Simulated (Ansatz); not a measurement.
The reference is GeS in the GeS type structure (space group Pnma, No. 62; a = 10.6616 Å, b = 3.6817 Å, c = 4.3553 Å; layered, stacked along the Cartesian x axis).

Level of theory: DFT with PBE-D3(BJ), PAW potentials and a 420 eV plane-wave cutoff in Ansatz (an electronic-structure program), spin-orbit coupling left out, earlier PAW set.

Base values:

* **Volume per atom**: 21.37 Å³
* **Gap character**: indirect, Γ–Z (67 % along) → Γ
* **Smallest direct gap**: 1.26 eV
* **Band gap**: 1.23 eV

Modification: every Ge is replaced by Sn, then cell and atoms are relaxed.

Tabulated Pauling electronegativity and covalent radius: Ge 2.01, 1.20 Å; Sn 1.96, 1.39 Å.

Task: What does the calculation give for the volume per atom after the change?

Result: The volume per atom increases by 2.40 Å³ to 23.77 Å³.

Task: Estimate the effect on the gap character.

Result: The gap character goes from indirect, Γ–Z (67 % along) → Γ to indirect, Γ–Z (83 % along) → Y–Γ (33 % along).

Task: Predict the new smallest direct gap.

Result: The smallest direct gap shrinks by 0.41 eV (1.26 eV → 0.85 eV).

Task: What happens to the band gap?

Result: The band gap decreases by 0.537 eV to 0.70 eV.

Whether these cells are dynamically stable was not tested. The program warned that a D3 coordination switch lies within reach, so dispersion energies are less smooth here.
